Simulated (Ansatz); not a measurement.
Base system: InP in the zinc blende structure (space group F-43m, No. 216; a = 5.827 Å).

Calculations: LDA (Ansatz, a program for electronic structure), without spin-orbit coupling.

Before the change:

The lattice parameter a is 5.827 Å and the electron mass is 0.046 mₑ (at Γ).

One thing is altered: a negative pressure, −2 GPa.

Question: Estimate the effect on the lattice parameter a and electron mass.

Answer: The lattice parameter a rises by 0.059 Å (5.827 Å → 5.886 Å); the electron mass goes from 0.046 mₑ (at Γ) to 0.034 mₑ (at Γ).

The levels and masses belong to the bands next to the band gap. Load acts through the strain it causes; cell and atoms are relaxed under it. Effective masses come from finite differences of ±0.01 Å⁻¹. No phonon test of stability was made.
